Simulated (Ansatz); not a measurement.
Take BaTiO3 in the cubic perovskite structure (space group Pm-3m, No. 221; a = 3.970 Å) as the base. Axes: x, y, z lie along the cube axes.

Structures relaxed with PBEsol/PAW in Ansatz (a quantum-chemistry and plane-wave program), scalar-relativistic without spin-orbit coupling.

Base:

Simulated powder pattern, Co Kα, λ = 1.79026 Å (kinematic, ideal powder, no thermal factors, no anomalous dispersion; the 14 strongest lines at most, above 2 %, up to 2θ = 90°):

```csv
2θ (°),I/Imax (%),hkl
26.06,19,(100)
37.19,100,(110)
45.98,25,(111)
53.61,34,(200)
60.56,9.6,(210)
67.05,37,(211)
79.25,20,(220)
85.13,5.6,(221)
```

Perturbation: uniaxial stress, 1 GPa compression along z; all other stress components relax to zero.

After the change:

Simulated powder pattern, Co Kα, λ = 1.79026 Å (kinematic, ideal powder, no thermal factors, no anomalous dispersion; the 14 strongest lines at most, above 2 %, up to 2θ = 90°):

```json
[
 {"2θ (°)": "26.04", "d (Å)": "3.974", "I/Imax (%)": "19", "hkl": "(100)"},
 {"2θ (°)": "26.16", "d (Å)": "3.955", "I/Imax (%)": "9.6", "hkl": "(001)"},
 {"2θ (°)": "37.15", "d (Å)": "2.810", "I/Imax (%)": "50", "hkl": "(110)"},
 {"2θ (°)": "37.24", "d (Å)": "2.803", "I/Imax (%)": "100", "hkl": "(101)"},
 {"2θ (°)": "46.01", "d (Å)": "2.291", "I/Imax (%)": "37", "hkl": "(111)"},
 {"2θ (°)": "53.56", "d (Å)": "1.987", "I/Imax (%)": "34", "hkl": "(200)"},
 {"2θ (°)": "53.83", "d (Å)": "1.977", "I/Imax (%)": "17", "hkl": "(002)"},
 {"2θ (°)": "60.49", "d (Å)": "1.777", "I/Imax (%)": "4.9", "hkl": "(210)"},
 {"2θ (°)": "60.55", "d (Å)": "1.775", "I/Imax (%)": "4.8", "hkl": "(201)"},
 {"2θ (°)": "60.74", "d (Å)": "1.770", "I/Imax (%)": "4.8", "hkl": "(102)"},
 {"2θ (°)": "67.04", "d (Å)": "1.621", "I/Imax (%)": "37", "hkl": "(211)"},
 {"2θ (°)": "67.22", "d (Å)": "1.617", "I/Imax (%)": "18", "hkl": "(112)"},
 {"2θ (°)": "79.16", "d (Å)": "1.405", "I/Imax (%)": "10", "hkl": "(220)"},
 {"2θ (°)": "79.38", "d (Å)": "1.402", "I/Imax (%)": "20", "hkl": "(202)"}
]
```

The indices refer to the base's conventional cell; one index is shown for lines that coincide. The space group is now P4/mmm (No. 123).

Load acts through the strain it causes; cell and atoms are relaxed under it. Beyond what the load breaks, stability against distortions was not tested. The final runs are not spin-polarised. Many cubic perovskites are stable only at high temperature; tilts and polar distortions were not tested. This is not the structure that BaTiO3 has at room temperature and ambient pressure.
